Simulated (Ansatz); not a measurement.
Consider Ta in the bcc (W type) structure (space group Im-3m, No. 229; a = 3.282 Å).

All numbers come from Ansatz (a program for electronic structure), PBEsol, PAW, cutoff 420 eV, scalar-relativistic without spin-orbit coupling.

For the base:

The magnetic state is not spin-polarised and the largest site moment is 0.00 μB. The shortest interatomic distance is 2.842 Å.

Now apply this change: every Ta is replaced by Fe, then cell and atoms are relaxed.

**Question.** Estimate the effect on the magnetic state.

**Answer.** The magnetic state changes from not spin-polarised to ferromagnetic.

**Question.** How does this affect the largest site moment?

**Answer.** The largest site moment goes from zero to 2.12 μB.

**Question.** Predict the new shortest interatomic distance.

**Answer.** The shortest interatomic distance shrinks by 0.4286 Å to 2.414 Å.

Other magnetic orders, which the real material may have, were not ruled out. Stability against distortions was not tested. Spin-polarised in the final run: Fe; the other runs are not.
